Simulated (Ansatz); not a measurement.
The reference is MgSe in the rock salt structure (space group Fm-3m, No. 225).

```
MgSe
1.0
    0.00000     2.72489     2.72489
    2.72489     0.00000     2.72489
    2.72489     2.72489     0.00000
Se Mg
1 1
Direct
  0.00000   0.00000   0.00000
  0.50000   0.50000   0.50000
```

Calculations: plane-wave PAW DFT at the PBEsol level (Ansatz, a program for electronic structure, 420 eV), spin-orbit coupling left out.

For the base:

The gap between the host's bands comes out as 1.78 eV.

One thing is altered: 0.283 holes added to each cell, a density of 7.0×10^21 cm⁻³, with a uniform compensating background at fixed cell and a 300 K Fermi–Dirac width.

### Question
What happens to the gap between the host's bands?

### Answer
The gap between the host's bands rises by 0.25 eV (1.78 eV → 2.03 eV).

### Question
What does the calculation give for the Fermi level from band edge after the change?

### Answer
The Fermi level relative to the doped band's edge (positive inside the band; to 0.05 eV) comes out as +0.40 eV.

Charged cell with a jellium background: band edges are those of the host's band count, energies are not comparable with the neutral cell, and many-body gap narrowing is missing. No phonon test of stability was made.
